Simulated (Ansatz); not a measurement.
Defect: O vacancy in anatase TiO2 with all lengths changed by -1 %, charge state +2. Method: PBE, PAW (plane waves to 420 eV; Ansatz, a first-principles code).

Settings: 108 host sites, the strained lattice (strain from the relaxed PBE one, atoms relaxed), the Γ point alone, smearing 0.01 eV, spin-restricted, no image-charge correction. Static, classical nuclei. The charge state is imposed; whether it is stable for some Fermi level was not computed. Forms of the defect that were not tried may lie lower.

The step: a nearby O atom hops onto the vacant site; the atom moves 2.47 Å along (-0.44, 0.44, 0.08) of the unit cell; the moving atom starts with neighbours Ti at 1.90, Ti at 1.97, Ti at 2.02 Å and ends with O at 2.47; Ti at 1.90, Ti at 1.97, Ti at 2.02 Å. On the band's own sampling the forward barrier is 1.14 eV. Harmonic modes of the moving O atom alone, all others held, come from finite differences of 0.015 Å. The saddle point's order was not checked, and it lies on a symmetry element of the cell, where a band can be held.

Question: Give the atom's modes at both geometries.

Answer: start 7.9, 13.2, 18.5 THz; saddle point 1.5i, 7.8 and 22.7 THz.

Question: What attempt frequency and zero-point change of the barrier follow from these modes alone, and what classical rate at 1000 K?

Answer: ν = (7.9 × 13.2 × 18.5) / (7.8 × 22.7) ≈ 11 THz. The zero-point energy changes the barrier by h/2 × (30.5 − 39.6) THz = -0.019 eV. The classical rate is ν exp(−1.14/0.0862) ≈ 2e7 s⁻¹. One atom's modes give a rough prefactor, not that of the whole cell.
